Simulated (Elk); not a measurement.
Elk 10.2.4, DFT, PBE, all-electron FP-LAPW, Elk's shipped species files: wurtzite GaN, 4 atoms. Basis and mesh were picked for this test and aren't claimed converged.

```text
tasks
  0

xctype
  20

swidth
  0.001

ngridk
  15 15 8

maxscl
  100

avec
     6.0263365976    0.0000000032    0.0000000000
    -3.0131683016    5.2189605837    0.0000000000
     0.0000000000    0.0000000000    9.7982299562

atoms
  2
  'Ga.in'
  2
  0.0000000000 0.0000000000 0.0000000000    0.0 0.0 0
  0.3333333333 0.6666666667 0.5000000000    0.0 0.0 0
  'N.in'
  2
  0.3333333333 0.6666666667 0.1239070000    0.0 0.0 0
  0.0000000000 0.0000000000 0.6239070000    0.0 0.0 0
```

The program reports k-points after symmetry: 216, largest matrix size: 351, valence states: 34.

Machine: one whole node, AMD EPYC (Zen 5), 96 cores on 1 socket, no SMT, 12 L3 cache groups; 94 cores' worth of CPU time may be used.

Times are wall-clock medians of two to five runs, from launch to exit, with nothing else on the machine. Processes are pinned to neighbouring cores unless said otherwise. Build: conda-forge: no MPI, OpenMP (GNU), OpenBLAS with its own threads, FFTW. Other compilers and libraries give other times. Scratch files lie in a memory file system.

Started as
```bash
OMP_NUM_THREADS=32 OPENBLAS_NUM_THREADS=1 elk
```
(32 threads, 1 BLAS thread, rgkmax = 7 (default)) it takes 14 s and 17 self-consistent loops.

Problem. How long does it take after this change: rgkmax = 5?

Solution. About 5.9 s (3 runs within 1 %): 2.3× as fast. The largest matrix goes from 351 to 155. self-consistent loops go from 17 to 16. Change in the result: energy 1500 meV/atom.
